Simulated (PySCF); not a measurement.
PySCF 2.14.0, B3LYP/def2-svpd, df: Cr(NH)(S)(F)(OSiH3) ([NH]=[Cr]([F])(=[S])[O][SiH3]), 10 atoms. The geometry is a generated start, not checked to be a minimum at this level.

| Item | Value |
|---|---|
| task | energy |
| method | b3lyp |
| basis | def2-svpd |
| two-electron scheme | density fitting |
| mol.max_memory | 3000 MB |
| mf.max_cycle | 100 |
| mf.conv_tol | 1e-09 (default) |
| mf.grids.level | 3 (default) |
| basis functions | 183 |
| grid points | 140448 |

```xyz
10

Cr    -1.3233     0.0935     0.1648
N     -1.8988    -1.2204    -0.6141
H     -2.2675    -2.0739    -1.0140
S     -1.6344    -0.2385     2.1847
F     -2.2722     1.4783    -0.1888
O      0.3603     0.2698     0.0005
Si     1.9812     0.3963    -0.1118
H      2.4145     1.0189     1.1435
H      2.1849     1.2552    -1.2817
H      2.4554    -0.9791    -0.2831
```

Charge 0 and multiplicity 1 are set for this test and not shown to be the ground state.

With the defaults (mf.DIIS = CDIIS, mf.diis_space = 8, mf.diis = true, mf.damp = 0, mf.diis_start_cycle = 1, mf.init_guess = minao) it converges in 19 Fock builds. One run each on 2 threads, 1 BLAS thread, with these changes:
- mf.init_guess = mod_huckel
- mf.init_guess = 1e
- mf.damp = 0.3, mf.diis_start_cycle = 4
- mf.diis = false, mf.damp = 0.7, mf.diis_start_cycle = 999
- mf.init_guess = huckel
- mf.diis = false
- mf.DIIS = EDIIS
- mf.diis_space = 3
- mf.diis_space = 20

Question: Name the settings that don't reach the solution of the defaults.

Answer: No convergence: mf.DIIS = EDIIS; mf.diis_space = 3; mf.diis = false; mf.diis = false, mf.damp = 0.7, mf.diis_start_cycle = 999 (the run ends without SCF convergence in 100 cycles). The rest reach the solution of the defaults.

```
setting                                                    Fock builds             end
---------------------------------------------------------  -----------  --------------
mf.diis_space = 20                                                  17   same solution
the defaults                                                        19   same solution
mf.init_guess = huckel                                              24   same solution
mf.init_guess = 1e                                                  28   same solution
mf.init_guess = mod_huckel                                          29   same solution
mf.damp = 0.3, mf.diis_start_cycle = 4                              39   same solution
mf.DIIS = EDIIS                                                    101  no convergence
mf.diis_space = 3                                                  101  no convergence
mf.diis = false                                                    101  no convergence
mf.diis = false, mf.damp = 0.7, mf.diis_start_cycle = 999          101  no convergence
```
